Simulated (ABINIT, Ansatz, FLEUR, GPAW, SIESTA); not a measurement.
**Code comparison for Li (R-3m, 3 atoms in the cell)**

Self-consistent single point.

```yaml
crystal:
  lattice:
    - [1.50901, 0.87123, 7.30958]
    - [-1.50901, 0.87123, 7.30958]
    - [0.00000, -1.74246, 7.30958]
  atoms:
    - { symbol: Li, position: [0.77703, 0.77703, 0.77703] }
    - { symbol: Li, position: [0.22297, 0.22297, 0.22297] }
    - { symbol: Li, position: [0.00000, 0.00000, 0.00000] }
```

Shared settings, as Ansatz (a program for electronic structure) writes them: kpoints.mp_grid.grid = 10 10 10; scf.occupations.method = gaussian; scf.occupations.width = 0.2 eV. Potentials and cutoffs stand in the table.

```json
[
 {"code": "GPAW", "model": "PBEsol, GPAW PAW datasets PBEsol (made by gpaw-setup)", "pressure (GPa)": "0.80", "largest force (eV/Å)": "0.036", "cutoff": "600 eV"},
 {"code": "FLEUR", "model": "PBEsol, all-electron FLAPW (FLEUR), scalar-relativistic valence", "pressure (GPa)": "–", "largest force (eV/Å)": "0.035", "cutoff": "Kmax 4.5 1/bohr"},
 {"code": "SIESTA", "model": "GGA PBEsol, numerical atomic orbitals DZP, PseudoDojo PBEsol standard norm-conserving potentials (rewritten from UPF to PSML)", "pressure (GPa)": "1.37", "largest force (eV/Å)": "0.043", "cutoff": "grid 400 Ry"},
 {"code": "Ansatz", "model": "PBEsol, PAW files made with PBE", "pressure (GPa)": "0.75", "largest force (eV/Å)": "0.035", "cutoff": "default"},
 {"code": "ABINIT", "model": "PBEsol, norm-conserving pseudopotentials (PseudoDojo nc-sr-04 PBEsol standard)", "pressure (GPa)": "0.74", "largest force (eV/Å)": "0.035", "cutoff": "37 Ha"}
]
```

A dash marks a value that a program does not give, or that is left out as unsure.

The spread over the programs that give each value: pressure within 0.63 GPa; largest force within 0.008 eV/Å.

SIESTA uses small atom-centred bases, whose incompleteness enters pressures, forces and empty levels differently from a plane-wave cutoff. FLEUR treats all electrons, but the usual bases taken here (sphere radii, linearisation, local orbitals, empty states) were not tested for convergence, so the values are no reference for the others. Ansatz's pressure is given at a fixed set of plane waves, as the other plane-wave codes print theirs.

The starting cell comes from a database of computed structures (which also holds hypothetical and non-ambient phases and stackings), without a prior relaxation at this level. Its lattice was rescaled by a random factor within 2.5 % of one.

Left out of this page: Elk (not drawn, or without a comparable value).

Keys are those of Ansatz 0.2.
